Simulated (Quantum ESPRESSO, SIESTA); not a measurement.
A Quantum ESPRESSO input for a self-consistent single point of VS (P6_3/mmc, 4 atoms in the cell) (DFT, PBEsol, plane waves, PseudoDojo standard norm-conserving (PBESOL) pseudopotentials):

```fortran
&control
  calculation = 'scf'
  prefix = 'scf'
  outdir = './work'
  pseudo_dir = './'
  tprnfor = .true.
  tstress = .true.
/
&system
  ibrav = 0
  nat = 4
  ntyp = 2
  ecutwfc = 85
  occupations = 'smearing'
  smearing = 'fermi-dirac'
  degauss = 0.0073499
/
&electrons
  conv_thr = 1e-10
  mixing_beta = 0.7
/
ATOMIC_SPECIES
V     50.9415  V.upf
S     32.0600  S.upf
ATOMIC_POSITIONS crystal
V     0.0000000000    0.0000000000    0.0000000000
V     0.0000000000    0.0000000000    0.5000000000
S     0.6666666667    0.3333333333    0.2500000000
S     0.3333333333    0.6666666667    0.7500000000
K_POINTS automatic
10 10 5  0 0 0
CELL_PARAMETERS angstrom
   3.1064035506     0.0000000000     0.0000000000
  -1.5532017753     2.6902243892     0.0000000000
   0.0000000000     0.0000000000     6.0045870000
```

Translate this input to SIESTA.

One input that does it (others would too):

```
# files in the folder: V.psml S.psml (PseudoDojo PBEsol standard)
SystemName  VS
SystemLabel VS

NumberOfAtoms                4
NumberOfSpecies              2
%block ChemicalSpeciesLabel
  1 23 V
  2 16 S
%endblock ChemicalSpeciesLabel
LatticeConstant              3.106404 Ang
%block LatticeVectors
     1.000000000    0.000000000    0.000000000
    -0.500000000    0.866025153    0.000000000
     0.000000000    0.000000000    1.932970406
%endblock LatticeVectors
AtomicCoordinatesFormat      Fractional
%block AtomicCoordinatesAndAtomicSpecies
     0.000000000    0.000000000    0.000000000  1
     0.000000000    0.000000000    0.500000000  1
     0.666667000    0.333333000    0.250000000  2
     0.333333000    0.666667000    0.750000000  2
%endblock AtomicCoordinatesAndAtomicSpecies

XC.functional                GGA
XC.authors                   PBEsol
PAO.BasisSize                DZP
PAO.EnergyShift              0.01 Ry
MeshCutoff                   300 Ry
%block kgrid.MonkhorstPack
   10   0   0  0.0
    0  10   0  0.0
    0   0   5  0.0
%endblock kgrid.MonkhorstPack
OccupationFunction           FD
ElectronicTemperature        1160.45 K

MaxSCFIterations             150
SCF.Mixer.Method             Broyden
SCF.Mixer.Weight             0.2
SCF.Mixer.History            6
SCF.DM.Tolerance             1.0E-05
Diag.ParallelOverK           true
WriteForces                  true
Charge.Mulliken              end
```

Basis settings and potentials, where a program has them, do not carry over. This input uses DFT, GGA PBEsol, numerical atomic orbitals DZP, PseudoDojo PBEsol standard norm-conserving potentials (rewritten from UPF to PSML). Both were run: pressure 3.73 GPa in Quantum ESPRESSO and 4.56 in SIESTA.

On SIESTA: the starting cell comes from a database of computed structures (which also holds hypothetical and non-ambient phases and stackings), without a prior relaxation at this level. For this run, on top of that: lattice scaled by 0.98. Spin polarisation is off, so a magnetic state, if there is one, cannot be reached. Values carry the incompleteness of an atom-centred basis. With a pressure of about 5 GPa the cell is away from its equilibrium volume at this level.

On Quantum ESPRESSO: the starting cell comes from a database of computed structures (which also holds hypothetical and non-ambient phases and stackings), without a prior relaxation at this level. For this run, on top of that: lattice scaled by 0.98. Spin polarisation is off, so a magnetic state, if there is one, cannot be reached. With a pressure of about 4 GPa the cell is away from its equilibrium volume at this level.
